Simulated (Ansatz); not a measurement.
H on the 1x1 (111) surface of fcc Rh, one in a 2x2 cell, energies for each (25.4 Å²). Energies are against ½ H2(g), without zero-point or thermal terms; each row is named by its start.

Computed with PBE (plane waves to 420 eV, PAW; Ansatz, a quantum-chemistry and plane-wave program).

Set-up: 17 atoms, 6.5 Å thick at the start under the adsorbate (thin: gaps and levels are the slab's own); mesh 6x6x1; 0.1 eV smearing; dipole correction on; 8 atoms held, the rest relaxed; each run with such symmetry as its start has; no spin, no spin-orbit, no U, no dispersion correction.

A negative adsorption energy means that the adsorbate is more stable on the surface than in its reference. Starts that drift may end in the same place. Heights count from the host atoms within 0.3 Å of the top one.

```csv
starting site,E_ads (eV),height (Å),nearest host atom (Å),bonded to,Δ work function (eV),lateral drift (Å)
top Rh,-0.19,1.62,Rh 1.57,Rh,0.21,0.0
hollow Rh-Rh-Rh over Rh at depth 2.2 Å,-0.52,0.95,Rh 1.85,3 Rh,0.06,0.0
hollow Rh-Rh-Rh over Rh at depth 4.4 Å,-0.55,0.96,Rh 1.85,3 Rh,0.05,0.0
bridge Rh-Rh (span 2.7 Å),-0.55,0.96,Rh 1.85,3 Rh,0.05,0.8
```
